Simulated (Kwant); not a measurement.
Kwant, Hückel tight-binding model, one pz orbital an atom, one spin, coherent transport at 0 K. Conductance is in e²/h.

Device: π system c1cc2sccc2s1 between two chain leads. The π system is taken as planar. Atoms are numbered from 0 in the order of the SMILES. Site energies (eV, carbon 0): [0.0, 0.0, 0.0, -2.97, 0.0, 0.0, 0.0, -2.97]. Bonds (i, j, β in eV): (0,1,-2.7) (1,2,-2.7) (2,3,-1.89) (3,4,-1.89) (4,5,-2.7) (5,6,-2.7) (6,7,-1.89) (7,0,-1.89) (6,2,-2.7). Leads: chains of hopping −4.1 eV, joined by −0.54 eV to atoms 1 and 5.

Site energies and bond integrals are typed Hückel values.

Sweep values stay those of the base run.

One input was changed, with this effect: transmission at E = 0 5.6e-5 → 0.0020.

Task: Which change was it?
A. contacts moved from atoms [1, 5] to [0, 5]
B. contacts moved from atoms [1, 5] to [0, 4]
C. contacts moved from atoms [1, 5] to [0, 1]

Result: C, contacts moved from atoms [1, 5] to [0, 1]
